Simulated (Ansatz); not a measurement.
Zn₈Cu₅, treated with LDA (plane waves, PAW; Ansatz, a first-principles code).

Run with plane-wave cutoff 520 eV, 10×10×10 k mesh, Fermi–Dirac smearing 0.05 eV, no spin polarisation, scalar-relativistic PAW data made under PBE.

Starting structure:

```yaml
crystal:
  lattice:
    - [-4.43320, 4.43320, 4.43320]
    - [4.43320, -4.43320, 4.43320]
    - [4.43320, 4.43320, -4.43320]
  atoms:
    - { symbol: Zn, position: [0.78438, 0.78438, 0.78438] }
    - { symbol: Zn, position: [0.00000, 0.00000, 0.21562] }
    - { symbol: Zn, position: [0.00000, 0.21562, 0.00000] }
    - { symbol: Zn, position: [0.21562, 0.00000, 0.00000] }
    - { symbol: Zn, position: [0.62312, 0.27482, 0.27482] }
    - { symbol: Zn, position: [0.00000, 0.34830, 0.72518] }
    - { symbol: Zn, position: [0.00000, 0.72518, 0.34830] }
    - { symbol: Zn, position: [0.37688, 0.65170, 0.65170] }
    - { symbol: Zn, position: [0.27482, 0.62312, 0.27482] }
    - { symbol: Zn, position: [0.34830, 0.00000, 0.72518] }
    - { symbol: Zn, position: [0.65170, 0.37688, 0.65170] }
    - { symbol: Zn, position: [0.72518, 0.00000, 0.34830] }
    - { symbol: Zn, position: [0.27482, 0.27482, 0.62312] }
    - { symbol: Zn, position: [0.65170, 0.65170, 0.37688] }
    - { symbol: Zn, position: [0.34830, 0.72518, 0.00000] }
    - { symbol: Zn, position: [0.72518, 0.34830, 0.00000] }
    - { symbol: Cu, position: [0.34452, 0.34452, 0.34452] }
    - { symbol: Cu, position: [0.00000, 0.00000, 0.65548] }
    - { symbol: Cu, position: [0.00000, 0.65548, 0.00000] }
    - { symbol: Cu, position: [0.65548, 0.00000, 0.00000] }
    - { symbol: Cu, position: [0.35579, 0.35579, 0.00000] }
    - { symbol: Cu, position: [0.64421, 0.64421, 0.00000] }
    - { symbol: Cu, position: [0.00000, 0.35579, 0.35579] }
    - { symbol: Cu, position: [0.00000, 0.64421, 0.64421] }
    - { symbol: Cu, position: [0.35579, 0.00000, 0.35579] }
    - { symbol: Cu, position: [0.64421, 0.00000, 0.64421] }
```

Into what structure does the relaxation of cell and atoms lead at this level, with the symmetry of the start kept?

The volume decreases by 9.3 %; final space group I-43m.
```yaml
crystal:
  lattice:
    - [-4.29179, 4.29179, 4.29179]
    - [4.29179, -4.29179, 4.29179]
    - [4.29179, 4.29179, -4.29179]
  atoms:
    - { symbol: Zn, position: [0.78054, 0.78054, 0.78054] }
    - { symbol: Zn, position: [0.00000, 0.00000, 0.21946] }
    - { symbol: Zn, position: [0.00000, 0.21946, 0.00000] }
    - { symbol: Zn, position: [0.21946, 0.00000, 0.00000] }
    - { symbol: Zn, position: [0.62720, 0.27965, 0.27965] }
    - { symbol: Zn, position: [0.00000, 0.34755, 0.72035] }
    - { symbol: Zn, position: [0.00000, 0.72035, 0.34755] }
    - { symbol: Zn, position: [0.37280, 0.65245, 0.65245] }
    - { symbol: Zn, position: [0.27965, 0.62720, 0.27965] }
    - { symbol: Zn, position: [0.34755, 0.00000, 0.72035] }
    - { symbol: Zn, position: [0.65245, 0.37280, 0.65245] }
    - { symbol: Zn, position: [0.72035, 0.00000, 0.34755] }
    - { symbol: Zn, position: [0.27965, 0.27965, 0.62720] }
    - { symbol: Zn, position: [0.65245, 0.65245, 0.37280] }
    - { symbol: Zn, position: [0.34755, 0.72035, 0.00000] }
    - { symbol: Zn, position: [0.72035, 0.34755, 0.00000] }
    - { symbol: Cu, position: [0.34498, 0.34498, 0.34498] }
    - { symbol: Cu, position: [0.00000, 0.00000, 0.65502] }
    - { symbol: Cu, position: [0.00000, 0.65502, 0.00000] }
    - { symbol: Cu, position: [0.65502, 0.00000, 0.00000] }
    - { symbol: Cu, position: [0.35617, 0.35617, 0.00000] }
    - { symbol: Cu, position: [0.64383, 0.64383, 0.00000] }
    - { symbol: Cu, position: [0.00000, 0.35617, 0.35617] }
    - { symbol: Cu, position: [0.00000, 0.64383, 0.64383] }
    - { symbol: Cu, position: [0.35617, 0.00000, 0.35617] }
    - { symbol: Cu, position: [0.64383, 0.00000, 0.64383] }
```

Note: the volume lies 9 % below that of the published cell.
